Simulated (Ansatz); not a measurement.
# B₂O₃ (Cmc2₁, No. 36, 10 atoms in the cell; start mp-717; high-pressure phase)

The numbers are results of r²SCAN (PAW; Ansatz, a quantum-chemistry and plane-wave program), not measurements.

Run with plane-wave cutoff 560 eV, 8×8×8 k mesh, Fermi–Dirac smearing 0.01 eV, scalar-relativistic PAW data made under PBE.

Cell (relaxed at this level):

```xyz
10
Lattice="3.9041 -2.3085 0.0000 3.9041 2.3085 0.0000 0.0000 0.0000 4.1321" Properties=species:S:1:pos:R:3 pbc="T T T"
B      1.2888     0.7346     2.3462
B      6.5194    -0.7346     0.2802
B      6.5194     0.7346     2.3462
B      1.2888    -0.7346     0.2802
O      3.9041    -1.1757     2.0673
O      3.9041     1.1757     0.0013
O      6.1752    -0.6019     1.7286
O      1.6331     0.6019     3.7946
O      1.6331    -0.6019     1.7286
O      6.1752     0.6019     3.7946
```

```
Item                                                      Value
-------------------------------------------  ------------------
band gap                                     9.36 eV (indirect)
smallest direct gap on the k points sampled             9.66 eV
```

The computed numbers hold no vibrational or temperature effects.

A start named mp-… is a Materials Project structure, which need not be a measured phase.
